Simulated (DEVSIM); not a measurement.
Structure: illuminated Si n-on-p cell, one wavelength, at 300 K.

Layer 1 from the left is Si, thickness (μm) 0.0660, Nd (cm⁻³) 8.2e17, τn (s) 2.6e-6, τp (s) 3.5e-7, absorption coefficient (cm⁻¹) 180. Layer 2 from the left is Si, thickness (μm) 27.0, Na (cm⁻³) 1.4e17, τn (s) 9.2e-6, τp (s) 9.2e-6, absorption coefficient (cm⁻¹) 180.

Left contact: ohmic, minority hole recombination velocity 6e5 cm/s. Right contact: ohmic, minority electron recombination velocity 5e6 cm/s. Voltage is applied to the left contact. Recombination: SRH at mid-gap, radiative, Auger. Light enters at the left, 3.5e17 photons cm⁻² s⁻¹, one pass, no reflection. Mobility is constant in doping.

Constants are typed, rounded textbook-type inputs, not results; the design itself was drawn at random and stands for no fabricated device. Values at 300 K.

Si: gap (eV) 1.124, affinity (eV) 4.05, permittivity 11.7, Nc (cm⁻³) 2.86e19, Nv (cm⁻³) 3.1e19, μn (cm²/Vs) 1417, μp (cm²/Vs) 470, B (cm³/s) 4.7e-15, Cn (cm⁶/s) 2.8e-31, Cp (cm⁶/s) 9.9e-32.

Simulated with DEVSIM: 1D drift-diffusion, Boltzmann statistics, complete ionisation; no tunnelling, impact ionisation, image-force lowering or self-heating.

Dark forward current:

| |V| (V) | |J| (A/cm²) |
|---|---|
| 0.05 | 1.853e-10 |
| 0.10 | 9.805e-10 |
| 0.15 | 5.303e-9 |
| 0.20 | 3.203e-8 |
| 0.25 | 2.081e-7 |
| 0.30 | 1.401e-6 |
| 0.35 | 9.570e-6 |
| 0.40 | 6.580e-5 |
| 0.45 | 0.0004535 |
| 0.50 | 0.003128 |
| 0.55 | 0.02158 |
| 0.60 | 0.1488 |
| 0.65 | 1.019 |
| 0.70 | 6.722 |
| 0.75 | 36.88 |
| 0.80 | 132.6 |
| 0.85 | 320.7 |
| 0.90 | 614.4 |
| 0.95 | 1024 |
| 1.00 | 1556 |
| 1.05 | 2215 |

Task: Work out the local ideality factor n = ΔV / (kT/q · ln(J2/J1)) between the rows 0.15 and 0.20 V, 0.50 and 0.55 V, 1.00 and 1.05 V.

Result: kT/q = 25.85 mV. From 0.15 to 0.20 V: ln(3.203e-8/5.303e-9) = 1.798, n = 1.08, near the 1 of diffusion or emission over a barrier. From 0.50 to 0.55 V: ln(0.02158/0.003128) = 1.931, n = 1.00, near the 1 of diffusion or emission over a barrier. From 1.00 to 1.05 V: ln(2215/1556) = 0.353, n = 5.48.

Task: What current could the absorbed light give at most, and what share is collected?

Result: Σ αd = 0.487, so qΦ(1 − exp(−Σ αd)) = 21.6 mA/cm². The simulated short-circuit current is 11.75 mA/cm², a share of 0.54.

Task: Estimate the open-circuit voltage by superposition: the voltage at which the dark current equals that short-circuit current.

Result: Interpolating ln J in the table gives 0.534 V. The simulation gives 0.534 V, the same within the digits that matter. Superposition holds where collection doesn't change with voltage.

Task: Estimate the fill factor from FF0 = (v − ln(v + 0.72))/(v + 1), v = qVoc/(nkT), with n from the dark curve.

Result: The rows about Voc, 0.50 and 0.55 V, give n = 1.00, so v = 20.6 and FF0 = 0.812. The simulation gives 0.812, the same within the digits that matter.
